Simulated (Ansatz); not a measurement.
**Competing hops of interstitial N in fcc Cu, neutral cell**

System: interstitial N in fcc Cu (neutral cell). The numbers are results of PBE, PAW (plane waves to 420 eV; Ansatz, a program for electronic structure), not measurements.

Settings: 32 host sites, the relaxed PBE lattice, a 2×2×2 k-point mesh shifted by half a step, smearing 0.10 eV, spin-restricted, no image-charge correction. Static, classical nuclei. Sites that were not tried may lie lower.

Barriers: single points on a 4×4×4 k-point mesh shifted by half a step at the bands' geometries (they differ from the bands' own by up to 0.17 eV, and are uncertain by about as much).

```csv
Route,Start site over the lowest site run (eV),Hop (Å),Forward barrier (eV),Backward barrier (eV),Neighbours at the start,Neighbours at the saddle,Saddle order,"Forward, on the band's own sampling (eV)"
one N atom jumps by itself,0.00,1.58,0.89,0.03,6 Cu at 1.94 Å,"3 Cu at 1.82, Cu at 2.00 Å",first order,0.72
```

Paths come from CI-NEB runs.
